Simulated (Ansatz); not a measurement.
**How the enthalpy of formation of AlAs (model structure, within 0.1 Å of P6₂22, No. 180, 6 atoms in the cell) moves with the method**

No measured value is used here.

```json
[
 {"level (code)": "PBE (Ansatz)", "value (eV/atom)": "?"},
 {"level (code)": "PBEsol (Ansatz)", "value (eV/atom)": "-0.281"},
 {"level (code)": "PBE-D3(BJ) (Ansatz)", "value (eV/atom)": "-0.266"}
]
```

Q: Fill in the missing entries.

A: 
- PBE (Ansatz, an electronic-structure program), value (eV/atom): -0.298

Each level is taken at its own relaxed cell. Ansatz's density-functional and Hartree–Fock values are scalar-relativistic unless marked +SOC, with PAW data made under PBE.

A model structure was made by putting elements into a prototype or built by hand; it is no filed structure, need not be a known phase, and can be a saddle point held by its symmetry.
